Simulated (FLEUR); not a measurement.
## Equation of state of rock-salt PbTe (space group 225): energy against volume (FLEUR, LDA)

```
CELL_PARAMETERS angstrom
      0.00000     3.10438     3.10438
      3.10438     0.00000     3.10438
      3.10438     3.10438     0.00000
ATOMIC_POSITIONS crystal
  Te 0.50000 0.50000 0.50000
  Pb 0.00000 0.00000 0.00000
```

Computed with LDA (Vosko-Wilk-Nusair), all-electron FLAPW (FLEUR), scalar-relativistic valence run with FLEUR. Settings: Kmax = 4.33 1/bohr; GmaxXC = 13 1/bohr; xcFunctional = vwn; jspins = 1; l_soc = F; mode = hist; fermiSmearingEnergy = 0.00036749 Htr; mesh (inpgen div1-3) = 9 9 9; inpgen gamma flag = false; Gmax = 13 1/bohr; numbands = 0; maxIterBroyd = 15; imix = Anderson; alpha = 0.05; precondParam = 0; minDistance = 1e-05 me/bohr^3. The cell above is the first row's. The rows scale it uniformly. In all rows fractional positions and the k mesh are held. E is the free energy at the stated smearing, counted from the lowest row.

| V (Å^3/atom) | E (meV/atom) |
|---|---|
| 29.917 | 36.25 |
| 30.568 | 19.47 |
| 31.218 | 8.22 |
| 31.868 | 1.90 |
| 32.519 | 0.00 |
| 33.169 | 2.05 |
| 33.820 | 7.63 |
| 34.470 | 16.38 |
| 35.120 | ? |

Fit E against V with the third-order Birch-Murnaghan form, a cubic in V^(-2/3), and predict the withheld value at V = 35.120.

With u = V^(-2/3) - 0.0989, the rows have u = 0.0048659, 0.0033874, 0.0019626, 0.0005863, -0.0007459, -0.0020324, -0.0032795, -0.0044854. Least squares gives E = 0.559 + 1614.5·u + 1160395·u² + 3142817·u³. Residuals (row less fit): -0.002, 0.005, -0.001, -0.005, 0.001, 0.006, -0.004, 0.001; standard error 0.005 (degrees of freedom: 4). Its minimum lies at u = -0.0006976, so V0 = (0.0982024)^(-3/2) = 32.50. There d²E/du² = 2308000 and d³E/du³ = 1.886e7, so B0 = (4/9) × 32.50^(-7/3) × 2308000 × 0.160218 = 48.8 GPa (the last factor turns the table's units into GPa), and B0' = 4 + (2/3) × 0.0982024 × (1.886e7)/2308000 = 4.5. At the withheld row, u = -0.0056540, so E = 0.559 + 1614.5 × (-0.0056540) + 1160395 × (-0.0056540)² + 3142817 × (-0.0056540)³ = 27.958 meV/atom. The calculation gives 27.97 meV/atom, 0.012 meV/atom above the prediction (under 0.05 % of the range of E in the table). The row lies outside the fitted rows, so this is an extrapolation. From the scatter of the fitted rows alone, a prediction at this place has a standard error of 0.012 meV/atom, so the miss is 1.0 times that.

Carrying the step between the two nearest rows on in a straight line would have given 25.13, off by 2.84; series whose last step already gives the withheld value aren't shown. The scan was laid around a cell of about the measured size, scaled by a guess for this functional. The runs keep the symmetry of the cell, so they don't test it for distortions. Values depend on the basis (sphere radii, cutoffs, local orbitals), which need not be converged. Spin-orbit coupling is off. Cutoffs and mesh are single choices, not tested for convergence of this quantity. Series with a scatter that would blur these digits, or in which a gap closes, are not shown. Nor are scans whose minimum lies at an end fitted in this form.
